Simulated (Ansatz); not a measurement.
By PBEsol, the system below comes out a metal.

Crystal: Ru (P6_3/mmc, hcp (Mg type), 2 atoms a cell, 13.6 Å³ an atom, -6 GPa at this level); planes in its conventional cell.

These are PBEsol (plane waves, PAW; Ansatz, a quantum-chemistry and plane-wave program) values and carry that method's errors.

Ballistic conductance counts the channels of both spins, as a mean over 0.1 eV about the Fermi level; spin-orbit coupling is left out.

| plane | area (Å²) | G/A (10¹⁵ S/m²) |
|---|---|---|
| (001) | 6.3 | 1.7 |
| (110) | 20.0 | ? |
| (111) | 21.0 | ? |
| (100) | 11.6 | ? |

Problem. Some entries are withheld; supply them.

Solution. 
- (110), G/A (10¹⁵ S/m²): 1.5
- (111), G/A (10¹⁵ S/m²): 1.6
- (100), G/A (10¹⁵ S/m²): 1.4
